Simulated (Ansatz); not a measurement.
## A computed series for hypothetical CsCl type NiO: response to strain

The reference is NiO in the CsCl type structure (space group Pm-3m, No. 221; ferromagnetic; a hypothetical phase, not in the database extracts checked; relaxed with 0.1 eV smearing).

```yaml
crystal:
  lattice:
    - [2.61067, 0.00000, 0.00000]
    - [0.00000, 2.61067, 0.00000]
    - [0.00000, 0.00000, 2.61067]
  atoms:
    - { symbol: Ni, position: [0.00000, 0.00000, 0.00000] }
    - { symbol: O, position: [0.50000, 0.50000, 0.50000] }
```

Cartesian axes are those of the cell as printed.

Strains are applied to the cell and any free atomic positions relax; under biaxial strain the out-of-plane vector relaxes too.

Level of theory: Ansatz (a quantum-chemistry and plane-wave program), PBE, PAW, cutoff 420 eV, scalar-relativistic without spin-orbit coupling.

Notes on the quantities. energy relative to the base: free energy F.

```csv
change,energy relative to the base,space group,shortest interatomic distance
base,0 meV/atom,Pm-3m (No. 221),2.261 Å
"biaxial strain +2.44 %, plane normal [001], relaxed out of plane",+13 meV/atom,P4/mmm (No. 123),2.290 Å
"biaxial strain −4.26 %, plane normal [111], relaxed out of plane",-97 meV/atom,R-3m (No. 166),2.264 Å
isotropic strain −3.82 %,+70 meV/atom,Pm-3m (No. 221),2.175 Å
isotropic strain −1.08 %,+5.3 meV/atom,Pm-3m (No. 221),2.236 Å
uniaxial strain ε_xx = +4.08 %,+15 meV/atom,P4/mmm (No. 123),2.292 Å
tensor shear ε_yz = +1.00 %,-0.6 meV/atom,Cmmm (No. 65),2.246 Å
```

Stability against distortions was not tested. Seeded moments were not kept for the base. No Hubbard U is applied and the magnetic state is the run's own (NiO ferromagnetic); small cells can't hold the antiferromagnetic order that many such compounds have, so gaps and moments can be off. Under biaxial strain −4.26 %, plane normal [111], relaxed out of plane and tensor shear ε_yz = +1.00 % the cell ends below the base's energy or with stress of the wrong sign: the atoms slid into a distortion or the cell is elastically unstable, so the base is not a stable minimum at this level.
